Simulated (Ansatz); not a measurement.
Base system: MgSe in the rock salt structure (space group Fm-3m, No. 225; a = 5.472 Å). Axes: x, y, z lie along the cube axes.

Method: DFT with r2SCAN, PAW potentials and a 500 eV plane-wave cutoff in Ansatz (an electronic-structure program), no spin-orbit coupling.

Base values:

| Quantity | Result |
|---|---|
| Electron mass | 0.48 mₑ along k, 0.25 mₑ across (at X) |
| Pressure | 0.00 GPa |
| Valence-band top at Γ | 0.00, 0.00, 0.00 eV |
| Valley order | X along ⟨100⟩ 2.48 eV; Γ 3.44 eV |

It is then changed as follows: compressive biaxial strain of 0.69 % in the plane normal to [001], as in epitaxy on a mismatched substrate; the out-of-plane cell vector and the atoms relax.

Problem. What happens to the electron mass?

Solution. The electron mass is still 0.48 mₑ along k, 0.25 mₑ across (at X).

Problem. Predict the new pressure.

Solution. The pressure (mean of the normal stresses, compression positive) goes from zero to 0.67 GPa.

Problem. What does the calculation give for the out-of-plane strain after the change?

Solution. The out-of-plane strain amounts to +0.41 %.

Problem. What happens to the valence-band top at Γ?

Solution. The valence-band top at Γ (three highest levels, from the VBM) changes from 0.00, 0.00, 0.00 eV to 0.00, -0.05, -0.05 eV.

Problem. How does this affect the valley order?

Solution. The valley order (the lowest conduction-band minima on the path, energy above the VBM, named in the base's zone) goes from X along ⟨100⟩ 2.48 eV; Γ 3.44 eV to X along [100] 2.44 eV; X along [001] 2.50 eV; Γ 3.47 eV.

The levels and masses belong to the bands next to the band gap. Effective masses come from finite differences of ±0.01 Å⁻¹. Along k means along the line from Γ to the band edge. No phonon test of stability was made.
